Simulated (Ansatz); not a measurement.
```
Re
1.0
    2.73624     0.00000     0.00000
   -1.36812     2.36965     0.00000
    0.00000     0.00000     4.42208
Re
2
Direct
  0.33333   0.66667   0.25000
  0.66667   0.33333   0.75000
```

Re (P6_3/mmc), LDA, DFPT electron-phonon coupling, linearised Boltzmann equation (plane waves, PAW, scalar-relativistic; Ansatz, a program for electronic structure): the phonon-limited resistivity at 300 K is 13.3 μΩ·cm (x, the basal plane), 13.3 μΩ·cm (y, the basal plane), 9.40 μΩ·cm (z, c). Third figures are kept for the arithmetic.

Q: Bound the resistivity of a random, dense polycrystal without boundary scattering, and give the anisotropy.

A: Largest over smallest: 1.41. Upper bound, grains in series: (13.3 + 13.3 + 9.40)/3 = 12.0 μΩ·cm. Lower bound, grains side by side: 3/Σ(1/ρ) = 11.7 μΩ·cm. The best single-crystal direction lies 20 % under the lower bound.

A metal at this level (no band gap). Only scattering by harmonic phonons is included (no impurities, grain boundaries, electron-electron scattering or thermal expansion). Spin-orbit coupling is left out, which matters with elements this heavy. Halving the electron mesh (36x36x20) moves the resistivity by up to 4 % at 300 K, the mean free path by up to 5 %. Smearing 0.20 eV; phonons on a 6x6x3 q mesh, which this run doesn't test.
